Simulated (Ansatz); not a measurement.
# CoSi (space group P2_13, No. 198; non-magnetic)

CoSi is modelled in the cubic space group P2₁3 (No. 198), Pearson symbol cP8. Lattice parameters: a = b = c = 4.4307 Å, α = β = γ = 90.00°. Co on 4a sees 7 Si at 2.316–2.432 Å and 6 Co at 2.725 Å. Si on 4a has 7 Co at 2.316–2.432 Å and 6 Si at 2.742 Å. (Neighbours: up to the widest gap in distance over summed covalent radii, below 1.35, at either atom; cation-cation and far metal-metal contacts left out.)

Computed with DFT with PBE, PAW potentials and a 420 eV plane-wave cutoff in Ansatz (an electronic-structure program), no spin-orbit coupling. Settings: 11×11×11 k-points, 0.05 eV Fermi–Dirac smearing.

| Item | Result |
|---|---|
| Volume per atom | 10.87 Å³ |
| Density | 6.64 g/cm³ |
| Band gap | zero |
| Total energy | -2881.586 eV/atom (σ→0; compares only within this code and set-up) |

No phonon test of stability was made. Starting moments died away, wholly or in part, for the base; another magnetic solution may exist. All final runs are without spin polarisation. The zero or small gap of CoSi can change with the level of theory.
